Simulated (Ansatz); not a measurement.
How the lattice constant a of AlP (model structure, started from the NiAs type, P6₃/mmc, No. 194, 4 atoms in the cell) moves with the method

No measured value is used here.

```csv
level (code),value (Å)
PBE (Ansatz),3.609
PBEsol (Ansatz),[?]
PBE-D3(BJ) (Ansatz),3.563
```

**Question.** Complete the blanks.

**Answer.** 
- PBEsol (Ansatz, a program for electronic structure), value (Å): 3.578

Ansatz's density-functional and Hartree–Fock values are scalar-relativistic unless marked +SOC, with PAW data made under PBE.

A model structure was made by putting elements into a prototype or built by hand; it is no filed structure, need not be a known phase, and can be a saddle point held by its symmetry.
